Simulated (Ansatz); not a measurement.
AlN (model structure, started from the BeO type, P4₂/mnm, No. 136, 8 atoms in the cell)

The numbers are results of PBEsol (plane waves, PAW; Ansatz, a program for electronic structure), not measurements.

Run with plane-wave cutoff 520 eV, 6×6×12 k mesh (along the axes of the cell as run), Fermi–Dirac smearing 0.01 eV, scalar-relativistic PAW data made under PBE.

Cell (relaxed at this level):

```cif
data_Al4N4
_chemical_formula_sum 'Al4 N4'
_space_group_name_H-M_alt 'P 1'
_space_group_IT_number 1
_cell_length_a 5.29433
_cell_length_b 5.29433
_cell_length_c 3.10888
_cell_angle_alpha 90.000
_cell_angle_beta 90.000
_cell_angle_gamma 90.000
loop_
_space_group_symop_operation_xyz
  'x, y, z'
loop_
_atom_site_label
_atom_site_type_symbol
_atom_site_fract_x
_atom_site_fract_y
_atom_site_fract_z
_atom_site_occupancy
Al1 Al 0.32285 0.67715 0.00000 1
Al2 Al 0.67715 0.32285 0.00000 1
Al3 Al 0.82285 0.82285 0.50000 1
Al4 Al 0.17715 0.17715 0.50000 1
N1 N 0.31530 0.31530 0.00000 1
N2 N 0.68470 0.68470 0.00000 1
N3 N 0.18470 0.81530 0.50000 1
N4 N 0.81530 0.18470 0.50000 1
```

```yaml
band_gap: 3.76 eV (on the SCF k mesh)
bulk modulus B0: 187 GPa
```

Note: the bulk modulus is −V dP/dV from two relaxed cells at ±2 % in volume; the relaxation could raise the start's symmetry but not lower it, so the cell can be a saddle point.

The computed numbers hold no vibrational or temperature effects.

Cost on a shared machine: very roughly 80 core-seconds.

A model structure was made by putting elements into a prototype or built by hand; it is no filed structure, need not be a known phase, and can be a saddle point held by its symmetry.
